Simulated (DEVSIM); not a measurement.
System: abrupt Ge n-p junction, at 300 K.

Layer 1 from the left is Ge, thickness (μm) 1.90, Nd (cm⁻³) 1.2e18, τn (s) 5.4e-7, τp (s) 5.4e-7. Layer 2 from the left is Ge, thickness (μm) 1.50, Na (cm⁻³) 1.2e14, τn (s) 5.4e-7, τp (s) 5.4e-7.

Left contact: ohmic. Right contact: ohmic. Voltage is applied to the left contact. Recombination: SRH at mid-gap, Auger. Mobility is μmin + (μ − μmin)/(1 + (N/Nref)^α).

This is a model device: material constants are rounded textbook-type values typed into the input, and sizes, dopings and lifetimes were drawn at random. Values at 300 K.

Ge: gap (eV) 0.664, affinity (eV) 4, permittivity 16, Nc (cm⁻³) 1.04e19, Nv (cm⁻³) 6e18, μn (cm²/Vs) 3900, μp (cm²/Vs) 1900, μn,min 150, μp,min 100, Nref,n 2.6e17, Nref,p 4e17, αn 0.56, αp 0.6, Cn (cm⁶/s) 1e-31, Cp (cm⁶/s) 1e-31.

Simulated with DEVSIM: 1D drift-diffusion, Boltzmann statistics, complete ionisation; no tunnelling, impact ionisation, image-force lowering or self-heating.

Question: What does the simulation give for the dark forward voltage at 100 A/cm², the largest field in the device at zero bias?

Answer: dark forward voltage at 100 A/cm² 0.165 V; largest field in the device at zero bias 51000 V/cm.
